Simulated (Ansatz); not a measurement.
# Effect of biaxial strain −2.20 %, plane normal [001], relaxed out of plane on MgS

Take MgS in the rock salt structure (space group Fm-3m, No. 225; a = 5.203 Å) as the base. Axes: x, y, z lie along the cube axes.

One thing is altered: biaxial strain −2.20 %, plane normal [001], relaxed out of plane (Cartesian); in-plane vectors clamped, the third vector and the atoms free.

Method: plane-wave PAW DFT at the r2SCAN level (Ansatz, a quantum-chemistry and plane-wave program, 500 eV), spin-orbit coupling left out. Γ-centred 11×11×11 mesh, Fermi–Dirac width 0.05 eV.

The volume per atom decreases by 0.54 Å³ to 17.07 Å³ and the space group goes from Fm-3m (No. 225) to I4/mmm (No. 139). The shortest interatomic distance shrinks by 0.0572 Å, from 2.602 Å to 2.544 Å and the energy grows by 9.9 meV/atom. The band gap drops by 0.086 eV, from 3.46 eV to 3.38 eV and the gap character amounts to indirect, Γ → X. The smallest direct gap rises by 0.17 eV (4.64 eV → 4.81 eV) and the electron mass goes from 0.53 mₑ along k, 0.31 mₑ across (at X) to 0.51 mₑ along k, 0.31 mₑ across (at X). The hole mass comes out as 0.27 mₑ out of plane, 0.94 mₑ in plane (at Γ) and the valence-band top at Γ (three highest levels, from the VBM) goes from 0.00, 0.00, 0.00 eV to 0.00, -0.14, -0.14 eV. The valley order (the lowest conduction-band minima on the path, energy above the VBM, named in the base's zone) becomes X along [100] 3.38 eV; X along [001] 3.59 eV; Γ 4.81 eV (base: X along ⟨100⟩ 3.46 eV; Γ 4.64 eV) and the out-of-plane strain amounts to +1.34 %. The ratio −ε⊥/ε∥ amounts to 0.61 and the mean in-plane stress (compression positive) amounts to +4.3 GPa.

Final structure (turned so that z lies along the plane normal):

```
CELL_PARAMETERS angstrom
      3.59823     0.00000     0.00000
      0.00000     3.59823     0.00000
      1.79911    -1.79911     2.63630
ATOMIC_POSITIONS crystal
  S  0.00000 0.00000 0.00000
  Mg 0.50000 0.50000 0.00000
```

Cost of the whole job for the changed cell (relaxation, final SCF and bands): around 50 core-seconds (rough).

Effective masses come from finite differences of ±0.01 Å⁻¹. Along k means along the line from Γ to the band edge. Stability against distortions was not tested. k-point labels follow each cell's own Brillouin zone.
